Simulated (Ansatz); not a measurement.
Levels about the gap of amorphous Si₂₄O₅₃P₂ (79 atoms in a cell of 1189 Å³, 2.21 g/cm³; zone centre alone, so wide bands show as single levels with stretches between that a denser mesh fills), at the geometry that PBE relaxed, where it gives 0.4 GPa on a denser mesh. The participation number counts the atoms over which a state spreads; weights are charges in smoothed Voronoi cells. The levels come from a single point, so bond lengths are those of that geometry. Method of the levels: PBE, scalar-relativistic without spin-orbit coupling (Ansatz, an electronic-structure program). Sampling: the zone centre alone; Fermi-Dirac width 0.02 eV; no spin polarisation. At PBE the levels at the filled edge of the gap are localised (band-tail or defect states), and the nearest spread-out levels lie 5.6 eV apart at the zone centre.

Preparation: random packing, a CHGNet melt and quench, and a DFT relaxation. O atoms were pushed apart under 1.9 Å during the dynamics, to hinder bonds among them. The hot cell started wider than the set density and was brought back towards it in steps. It is the lowest in DFT energy of 2 quenches. It is a model cell: composition and starting density were chosen by hand, and all elements were melted together. No dispersion term was used. Its density started from a set value of 2.21 and ended at 2.21 g/cm³. The quench (nominally 320 K/ps over its main leg) was far faster than any real one, so the model tends to hold more defects than a real film. Values belong to this one cell and scatter from quench to quench. The volume was held where the preparation left it and the shape relaxed, at a PBE pressure of 0.4 GPa.

| E - E(highest filled), eV | filling | participation number | largest on | weight O | weight Si | weight P |
|---|---|---|---|---|---|---|
| -0.78 | filled | 34.4 | O, 2 neighbours | 0.97 | 0.03 | 0.00 |
| -0.74 | filled | 19.0 | O, 2 neighbours | 0.96 | 0.04 | 0.00 |
| -0.63 | filled | 10.7 | O, 2 neighbours | 0.96 | 0.04 | 0.00 |
| -0.20 | filled | 2.1 | O, 1 neighbours | 0.93 | 0.01 | 0.06 |
| -0.15 | filled | 2.0 | O, 1 neighbours | 0.93 | 0.01 | 0.06 |
| -0.06 | filled | 2.3 | O, 1 neighbours | 0.93 | 0.01 | 0.05 |
| 0.00 | filled | 2.3 | O, 1 neighbours | 0.94 | 0.01 | 0.05 |
| 4.87 | empty | 72.5 | O, 2 neighbours | 0.73 | 0.26 | 0.01 |
| 6.26 | empty | 41.3 | O, 2 neighbours | 0.66 | 0.34 | 0.00 |
| 6.54 | empty | 53.0 | Si, 4 neighbours | 0.69 | 0.30 | 0.02 |
| 6.66 | empty | 46.5 | Si, 4 neighbours | 0.68 | 0.31 | 0.01 |
| 6.78 | empty | 55.9 | Si, 4 neighbours | 0.71 | 0.25 | 0.03 |
| 6.86 | empty | 51.7 | O, 2 neighbours | 0.73 | 0.25 | 0.02 |
| 6.90 | empty | 38.6 | Si, 4 neighbours | 0.67 | 0.33 | 0.00 |

Most localised among these is the filled level at -0.15 eV, on a O atom, which has 1 neighbours (P 1.46 Å).
